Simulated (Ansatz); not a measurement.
System: LaN (P4/nmm, No. 129, 4 atoms in the cell; start mp-1018049; a measured phase of this formula has another space group). Method: r²SCAN+rVV10 (Ansatz, a quantum-chemistry and plane-wave program, plane waves, PAW).

Output (set-up and result lines):

```
Crystal: 4 atoms, lattice volume = 71.009 Å³
Basis set: ecut = 560 eV, 2101 PW (Γ), exchange–correlation on 108×108×90 points (27 copies of the dense FFT grid, shifted against one another)
Bands: 20, of which v1, the nominal top of the filled ones, is band 16 counted from 1 (15 counted from 0)
Symmetry: 16 space group operations
Space group: P4/nmm (ITA 129), of the structure as read, at distance tolerance 4.1e-5 Å
k-points: 90 of 640
Functional: x = r2scan, c = r2scan + rvv10(b = 11.95, C = 0.0093); τ floored in thin density (d = 2e-4 eV/Å³)
SCF iter   1: F=—  HF=-13299.815582 eV  |F-HF|=—  |Δ(HF+E_count)|=         —  Δρ=1.38e-2  dr2=2.04e-1  dr2_τ=1.63e-1
SCF iter   2: F=—  HF=-13299.957069 eV  |F-HF|=—  |Δ(HF+E_count)|=   1.41e-1  Δρ=6.63e-3  dr2=1.72e-2  dr2_τ=5.87e-3
  ...
SCF iter   8: F=—  HF=-13299.955493 eV  |F-HF|=—  |Δ(HF+E_count)|=   6.21e-8  Δρ=5.37e-6  dr2=3.11e-8  dr2_τ=8.73e-10
SCF iter   9: F=-13299.955493 eV  HF=-13299.955493 eV  |F-HF|=1.09e-11  |Δ(HF+E_count)|=   3.61e-9  Δρ=3.63e-7  dr2=1.03e-10  dr2_τ=3.58e-12
SCF 1 converged in 9 iterations: F = -13299.955493 eV  dr2 = 1.03e-10
SCF converged after 9 iterations
Free energy (F): -13299.955493 eV
Internal energy: -13299.955493 eV  (E = F + TS)
E sigma→0 (E₀):  -13299.955493 eV
Fermi energy:    13.314635 eV
--- Forces (eV/Å), atoms counted from 1 ---
  atom   1  La     0.00000000     0.00000000     0.00005410
  atom   2  La     0.00000000     0.00000000    -0.00005410
  atom   3  N      0.00000000     0.00000000    -0.00000000
  atom   4  N      0.00000000     0.00000000     0.00000000
--- Stress (GPa, compression-positive) ---
       -0.000696       0.000000       0.000000
        0.000000      -0.000696       0.000000
        0.000000       0.000000       0.002034
  P = ⅓ Tr σ = 0.0002 GPa (0.002 kbar)
```

Task: Write an input file that could have produced this run (the log leaves some choices open).

Result: This is not unique; one that fits is 
Ansatz 0.2 input:
```yaml
crystal:
  lattice:
    - [4.4252081047, 0.0, 0.0]
    - [0.0, 4.4252081047, 0.0]
    - [0.0, 0.0, 3.6261713577]
  atoms:
    - { symbol: La, position: [0.5, 0.0, 0.2771394257] }
    - { symbol: La, position: [0.0, 0.5, 0.7228605743] }
    - { symbol: N, position: [0.5, 0.5, 0.0] }
    - { symbol: N, position: [0.0, 0.0, 0.0] }
basis:
  ecutwfc: 560
  ecutrho_ratio: 4
  xc_grid: 3
kpoints:
  mp_grid: { grid: [8, 8, 10] }
  band_path:
    path:
      - [0.0, 0.0, 0.0]
      - [0.0, 0.083333, 0.0]
      - [0.0, 0.166667, 0.0]
      - [0.0, 0.25, 0.0]
      - [0.0, 0.333333, 0.0]
      - [0.0, 0.416667, 0.0]
      - [0.0, 0.5, 0.0]
      - [0.083333, 0.5, 0.0]
      - [0.166667, 0.5, 0.0]
      - [0.25, 0.5, 0.0]
      - [0.333333, 0.5, 0.0]
      - [0.416667, 0.5, 0.0]
      - [0.5, 0.5, 0.0]
      - [0.45, 0.45, 0.0]
      - [0.4, 0.4, 0.0]
      - [0.35, 0.35, 0.0]
      - [0.3, 0.3, 0.0]
      - [0.25, 0.25, 0.0]
      - [0.2, 0.2, 0.0]
      - [0.15, 0.15, 0.0]
      - [0.1, 0.1, 0.0]
      - [0.05, 0.05, 0.0]
      - [0.0, 0.0, 0.0625]
      - [0.0, 0.0, 0.125]
      - [0.0, 0.0, 0.1875]
      - [0.0, 0.0, 0.25]
      - [0.0, 0.0, 0.3125]
      - [0.0, 0.0, 0.375]
      - [0.0, 0.0, 0.4375]
      - [0.0, 0.0, 0.5]
      - [0.0, 0.083333, 0.5]
      - [0.0, 0.166667, 0.5]
      - [0.0, 0.25, 0.5]
      - [0.0, 0.333333, 0.5]
      - [0.0, 0.416667, 0.5]
      - [0.0, 0.5, 0.5]
      - [0.083333, 0.5, 0.5]
      - [0.166667, 0.5, 0.5]
      - [0.25, 0.5, 0.5]
      - [0.333333, 0.5, 0.5]
      - [0.416667, 0.5, 0.5]
      - [0.5, 0.5, 0.5]
      - [0.45, 0.45, 0.5]
      - [0.4, 0.4, 0.5]
      - [0.35, 0.35, 0.5]
      - [0.3, 0.3, 0.5]
      - [0.25, 0.25, 0.5]
      - [0.2, 0.2, 0.5]
      - [0.15, 0.15, 0.5]
      - [0.1, 0.1, 0.5]
      - [0.05, 0.05, 0.5]
      - [0.0, 0.5, 0.0625]
      - [0.0, 0.5, 0.125]
      - [0.0, 0.5, 0.1875]
      - [0.0, 0.5, 0.25]
      - [0.0, 0.5, 0.3125]
      - [0.0, 0.5, 0.375]
      - [0.0, 0.5, 0.4375]
      - [0.5, 0.5, 0.0625]
      - [0.5, 0.5, 0.125]
      - [0.5, 0.5, 0.1875]
      - [0.5, 0.5, 0.25]
      - [0.5, 0.5, 0.3125]
      - [0.5, 0.5, 0.375]
      - [0.5, 0.5, 0.4375]
    npoints: 1
hamiltonian:
  xc: r2scan
  dispersion: rvv10
  pseudopotentials: { kind: paw }
scf:
  occupations: { method: fermi_dirac, width: 0.01 }
  convergence: { dr2_threshold: 0.0000000004 }
output:
  forces: true
  stress: true
  eigenvalues: true
  write_bands: true
```

The PAW data were made under PBE.

Computing time: very roughly 40 core-seconds.

A start named mp-… is a Materials Project structure, which need not be a measured phase.
